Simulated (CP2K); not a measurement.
Input and output of a self-consistent single point for SrHI (P1, 6 atoms in the cell) (CP2K).

Computed with PBEsol, GPW, DZVP-MOLOPT-SR-GTH basis, GTH-PBE potentials (GTH_POTENTIALS) (CP2K).

```yaml
crystal:
  lattice:
    - [4.28957, 0.00000, 0.00000]
    - [0.00000, 4.28957, 0.00000]
    - [0.00000, 0.00000, 9.09781]
  atoms:
    - { symbol: Sr, position: [0.99513, 0.49668, 0.14169] }
    - { symbol: Sr, position: [0.49912, 0.99991, 0.85416] }
    - { symbol: H, position: [0.50918, 0.49842, 0.00064] }
    - { symbol: H, position: [0.99584, 0.00235, 0.00108] }
    - { symbol: I, position: [0.99964, 0.50069, 0.68505] }
    - { symbol: I, position: [0.50110, 0.00195, 0.31738] }
```

Reference input (self-consistent single point, DFT LDA (Pade form), GPW, DZVP-MOLOPT-SR-GTH basis, GTH-PADE potentials (GTH_POTENTIALS)): CUTOFF = 500 Ry; REL_CUTOFF = 50 Ry; KPOINTS/SCHEME = MACDONALD 4 4 2 0.125 0.125 0.25; XC_FUNCTIONAL = PADE; Sr/BASIS_SET = DZVP-MOLOPT-SR-GTH; Sr/POTENTIAL = GTH-PADE-q10; H/BASIS_SET = DZVP-MOLOPT-SR-GTH; H/POTENTIAL = GTH-PADE-q1; I/BASIS_SET = DZVP-MOLOPT-SR-GTH; I/POTENTIAL = GTH-PADE-q7; METHOD = GPW; EPS_DEFAULT = 1e-10. This run's input differs from it in these lines:

```diff
@@ -39,3 +39,6 @@
     &XC
-      &XC_FUNCTIONAL PADE
+      &XC_FUNCTIONAL
+        &PBE
+          PARAMETRIZATION PBESOL
+        &END PBE
       &END XC_FUNCTIONAL
@@ -75,3 +78,3 @@
       BASIS_SET DZVP-MOLOPT-SR-GTH
-      POTENTIAL GTH-PADE-q10
+      POTENTIAL GTH-PBE-q10
     &END KIND
@@ -79,3 +82,3 @@
       BASIS_SET DZVP-MOLOPT-SR-GTH
-      POTENTIAL GTH-PADE-q1
+      POTENTIAL GTH-PBE-q1
     &END KIND
@@ -83,3 +86,3 @@
       BASIS_SET DZVP-MOLOPT-SR-GTH
-      POTENTIAL GTH-PADE-q7
+      POTENTIAL GTH-PBE-q7
     &END KIND
```

Output (repeated stretches shortened):

```
 SCF WAVEFUNCTION OPTIMIZATION

  Step     Update method      Time    Convergence         Total energy    Change
     1 NoMix/Diag. 0.30E+00      -     1.83277203       -85.5548239704 -8.56E+01
     2 Broy./Diag. 0.30E+00      -     0.00345732       -85.5825519202 -2.77E-02
     3 Broy./Diag. 0.30E+00      -     0.00999263       -85.4610273105  1.22E-01
     4 Broy./Diag. 0.30E+00      -     0.00454499       -85.5103760872 -4.93E-02
     5 Broy./Diag. 0.30E+00      -     0.00723473       -85.5697564813 -5.94E-02
     6 Broy./Diag. 0.30E+00      -     0.00160990       -85.5949250863 -2.52E-02
   [... 13 lines left out ...]
    20 Broy./Diag. 0.30E+00      -     0.00000027       -85.5837804183  5.08E-06
    21 Broy./Diag. 0.30E+00      -     0.00000017       -85.5837782307  2.19E-06
    22 Broy./Diag. 0.30E+00      -     0.00000027       -85.5837796386 -1.41E-06
    23 Broy./Diag. 0.30E+00      -     0.00000005       -85.5837802555 -6.17E-07
  *** SCF run converged in    23 steps ***

  Overlap energy of the core charge distribution:               0.00000000000000
  Self energy of the core charge distribution:               -169.72703305061668
  Core Hamiltonian energy:                                     36.64588827552771
  Hartree energy:                                              61.31856129434747
  Exchange-correlation energy:                                -13.82119677477189

  Total energy:                                               -85.58378025551340

 ENERGY| Total FORCE_EVAL ( QS ) energy [hartree]            -85.583779299248462

 FORCES| Atomic forces [hartree/bohr]
 FORCES|   Atom     x               y               z               |f|
 FORCES|      1  1.77967658E-03  1.13315947E-03  1.62267129E-03   2.66164634E-03
   [... lines left out ...]

 STRESS| Analytical stress tensor [bar]
 STRESS|                        x                   y                   z
 STRESS|      x       -1.75865071040E+04   3.26804635204E+01   7.23129134798E+00
 STRESS|      y        3.26804635204E+01  -1.77708704547E+04   5.63300354049E+01
 STRESS|      z        7.23129134798E+00   5.63300354049E+01  -1.42024973034E+04
 STRESS| 1/3 Trace                                            -1.65199582873E+04
```

The run converged in 23 iterations. Against the reference run the pressure goes from -3.00 to -1.65 GPa, the largest force goes from 0.221 to 0.137 eV/Å and the gap on the mesh goes from 3.138 to 3.229 eV.

The starting cell comes from a database of computed structures (which also holds hypothetical and non-ambient phases and stackings), without a prior relaxation at this level. Its atoms were displaced at random from the sites of space group no. 129. Spin-orbit coupling is off. Values carry the incompleteness of an atom-centred basis. The potentials were made for another functional than the one used.

Cost on one core of a shared machine: roughly 40 s.
